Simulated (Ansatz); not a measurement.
**Pressure series in InP**

The reference is InP in the zinc blende structure (space group F-43m, No. 216).

```xyz
2
Lattice="0.0000 2.9534 2.9534 2.9534 0.0000 2.9534 2.9534 2.9534 0.0000" Properties=species:S:1:pos:R:3 pbc="T T T"
P      1.4767     1.4767     1.4767
In     0.0000     0.0000     0.0000
```

Cell and atoms are relaxed at each pressure.

Calculations: r2SCAN (Ansatz, a first-principles code; PAW; 500 eV plane waves; no spin-orbit coupling).

Candidates:
(a) pressure 4.5 GPa
(b) pressure 30 GPa
(c) pressure 2.1 GPa
(d) pressure 9 GPa

Before the change:

| Item | Value |
|---|---|
| Band gap | 1.03 eV |

### Question
Order them by band gap, highest first.

### Answer
(d) pressure 9 GPa (1.63 eV), (b) pressure 30 GPa (1.54 eV), (a) pressure 4.5 GPa (1.36 eV), (c) pressure 2.1 GPa (1.20 eV)

Load acts through the strain it causes; cell and atoms are relaxed under it. Stability against distortions was not tested. Measured, InP leaves this structure (for rock salt) near 9.8 GPa (temperature not stated; as listed in Datta, Sujoy, Jana, Debnarayan, arXiv (2020)).
